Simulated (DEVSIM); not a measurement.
System: Si p+/n-/n+ power diode, at 300 K.

Layer 1 from the left is Si, thickness (μm) 3.80, Na (cm⁻³) 9.8e18, τn (s) 0.0005, τp (s) 0.0005. Layer 2 from the left is Si, thickness (μm) 5.50, Nd (cm⁻³) 1.9e14, τn (s) 0.0005, τp (s) 0.0005. Layer 3 from the left is Si, thickness (μm) 8.40, Nd (cm⁻³) 3.1e18, τn (s) 0.0005, τp (s) 0.0005.

Left contact: ohmic. Right contact: ohmic. Voltage is applied to the left contact. Recombination: SRH at mid-gap, radiative, Auger. Gap narrowing is on: ΔEg = 6.92 meV × (l + √(l² + 0.5)), l = ln(N/1.3e17 cm⁻³), shared equally by both band edges. Mobility is μmin + (μ − μmin)/(1 + (N/Nref)^α).

The device is made up for the run: typed textbook-type constants, with dimensions and the other settings drawn at random. Values at 300 K.

Si: gap (eV) 1.124, affinity (eV) 4.05, permittivity 11.7, Nc (cm⁻³) 2.86e19, Nv (cm⁻³) 3.1e19, μn (cm²/Vs) 1417, μp (cm²/Vs) 470, μn,min 52, μp,min 45, Nref,n 9.7e16, Nref,p 2.2e17, αn 0.68, αp 0.72, B (cm³/s) 4.7e-15, Cn (cm⁶/s) 2.8e-31, Cp (cm⁶/s) 9.9e-32.

Simulated with DEVSIM: 1D drift-diffusion, Boltzmann statistics, complete ionisation; no tunnelling, impact ionisation, image-force lowering or self-heating.

Q: What does the simulation give for the potential step across the device at zero bias, the dark forward voltage at 100 A/cm²?

A: potential step across the device at zero bias 0.984 V; dark forward voltage at 100 A/cm² 0.867 V.
